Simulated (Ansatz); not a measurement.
Effect of uniaxial strain ε_zz = −1.80 % on ZnO

Consider ZnO in the wurtzite structure (space group P6_3mc, No. 186; a = 3.2300 Å, c = 5.2144 Å). Axes: x lies along a and z along c of the hexagonal cell.

Perturbation: the cell is compressed by 1.80 % along z with no lateral relaxation; the atoms relax in the strained cell.

Level of theory: plane-wave PAW DFT at the PBEsol level (Ansatz, an electronic-structure program, 420 eV), without spin-orbit coupling. Γ-centred 12×12×7 mesh, Fermi–Dirac width 0.05 eV.

The volume per atom falls by 0.21 Å³, from 11.78 Å³ to 11.57 Å³ and the space group remains P6_3mc (No. 186). The shortest interatomic distance shrinks by 0.0218 bohr (3.720 bohr → 3.699 bohr) and the energy increases by 2.6 meV/atom. The band gap goes up by 0.05 eV (0.70 eV → 0.75 eV) and the gap character remains direct at Γ. The width of the top valence band rises by 0.05 eV, from 1.83 eV to 1.88 eV and the electron mass goes from 0.13 mₑ (at Γ) to 0.15 mₑ along z, 0.14 mₑ across (at Γ). The valence-band top at Γ (three highest levels, from the VBM) remains 0.00, 0.00, -0.10 eV and the largest internal atomic displacement amounts to 0.013 Å. The stress (xx, yy, zz, yz, xz, xy; compression positive) comes out as (2.10, 2.10, 3.88, 0.00, 0.00, 0.00) GPa.

Final structure:

```
ZnO
1.0
    3.22996     0.00000     0.00000
   -1.61498     2.79723     0.00000
    0.00000     0.00000     5.12052
Zn O
2 2
Cartesian
  0.00000   1.86482  -0.00488
  1.61498   0.93241   2.55538
  0.00000   1.86482   1.96092
  1.61498   0.93241   4.52118
```

Cost of the whole job for the changed cell (relaxation, final SCF and bands): roughly 28 core-seconds.

Masses are band curvatures over ±0.01 Å⁻¹ around the edge. No phonon test of stability was made.
